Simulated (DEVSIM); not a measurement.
Device: Schottky contact on p-type GaP, at 300 K.

```csv
layer (left to right),material,thickness (μm),Na (cm⁻³),τn (s),τp (s)
1,GaP,6.20,1.3e15,1.1e-7,1.1e-7
2,GaP,1.30,5.4e17,1.1e-7,1.1e-7
```

Left contact: Schottky, work function 4.34 eV, emission velocity 1.1e7 cm/s. Right contact: ohmic. Voltage is applied to the left contact. Recombination: SRH at mid-gap, radiative. Mobility is μmin + (μ − μmin)/(1 + (N/Nref)^α).

The device is made up for the run: typed textbook-type constants, with dimensions and the other settings drawn at random. Values at 300 K.

| parameter | GaP |
|---|---|
| gap (eV) | 2.26 |
| affinity (eV) | 3.8 |
| permittivity | 11.1 |
| Nc (cm⁻³) | 1.8e19 |
| Nv (cm⁻³) | 1.9e19 |
| μn (cm²/Vs) | 250 |
| μp (cm²/Vs) | 150 |
| μn,min | 10 |
| μp,min | 10 |
| Nref,n | 4.4e18 |
| Nref,p | 1e18 |
| αn | 0.8 |
| αp | 0.85 |
| B (cm³/s) | 1e-13 |

Simulated with DEVSIM: 1D drift-diffusion, Boltzmann statistics, complete ionisation; no tunnelling, impact ionisation, image-force lowering or self-heating. Metal contacts follow the ideal Schottky-Mott rule: no Fermi-level pinning, no interface dipoles.

Q: Give the small-signal capacitance in reverse bias (quasi-static).

A: 
```json
[
 {"V (V)": "0.2", "C (nF/cm²)": "7.89"},
 {"V (V)": "0.5", "C (nF/cm²)": "7.25"},
 {"V (V)": "1", "C (nF/cm²)": "6.47"},
 {"V (V)": "1.5", "C (nF/cm²)": "5.89"},
 {"V (V)": "2", "C (nF/cm²)": "5.45"},
 {"V (V)": "3", "C (nF/cm²)": "4.80"},
 {"V (V)": "4", "C (nF/cm²)": "4.34"},
 {"V (V)": "5", "C (nF/cm²)": "3.99"},
 {"V (V)": "6.5", "C (nF/cm²)": "3.59"},
 {"V (V)": "8", "C (nF/cm²)": "3.29"},
 {"V (V)": "10", "C (nF/cm²)": "2.99"}
]
```
